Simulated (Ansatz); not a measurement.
## Effect of tensor shear ε_xz = +1.20 % on CdGeAs2

Base system: CdGeAs2 in the chalcopyrite structure (space group I-42d, No. 122; a = 5.874 Å, c = 11.226 Å). Axes: x, y, z lie along a, b, c of the conventional cell.

Now apply this change: a pure shear with ε_xz = ε_zx = 0.0120, atoms relaxed at fixed cell.

Computed with LDA/PAW in Ansatz (a quantum-chemistry and plane-wave program), no spin-orbit coupling. k-mesh 8×8×8 (Γ-centred); smearing 0.05 eV (Fermi–Dirac).

```tsv
quantity	base	changed	shift
volume per atom	24.21 Å³	24.20 Å³	-0.003 Å³
space group	I-42d (No. 122)	C2 (No. 5)	–
shortest interatomic distance	2.426 Å	2.419 Å	-0.0079 Å
energy relative to the base (free energy F)	0 meV/atom	+1.8 meV/atom	+1.8 meV/atom
pressure (mean of the normal stresses, compression positive)	0.00 GPa	0.01 GPa	+0.01 GPa
band gap (uncertain: the edges found look like a band crossing or inverted bands; both cells)	0.11 eV	0.11 eV	0.00 eV
largest internal atomic displacement	–	0.021 Å	–
stress (xx, yy, zz, yz, xz, xy; compression positive)	–	(0.01, 0.00, 0.01, 0.00, -1.00, 0.00) GPa	–
```

Final structure:

```yaml
crystal:
  lattice:
    - [-2.86940, 2.93676, 5.57798]
    - [3.00412, -2.93676, 5.64846]
    - [2.86940, 2.93676, -5.57798]
  atoms:
    - { symbol: Cd, position: [0.00339, 0.00097, 0.00448] }
    - { symbol: Cd, position: [0.75351, 0.24903, 0.50242] }
    - { symbol: Ge, position: [0.50072, 0.49918, 0.99984] }
    - { symbol: Ge, position: [0.25066, 0.75082, 0.50154] }
    - { symbol: As, position: [0.87224, 0.85026, 0.47419] }
    - { symbol: As, position: [0.14681, 0.62500, 0.02181] }
    - { symbol: As, position: [0.37393, 0.39974, 0.52197] }
    - { symbol: As, position: [0.59875, 0.12500, 0.97375] }
```

The cells carry an imposed strain or load. Whether these cells are dynamically stable was not tested. The zero or small gap of CdGeAs2 can change with the level of theory.
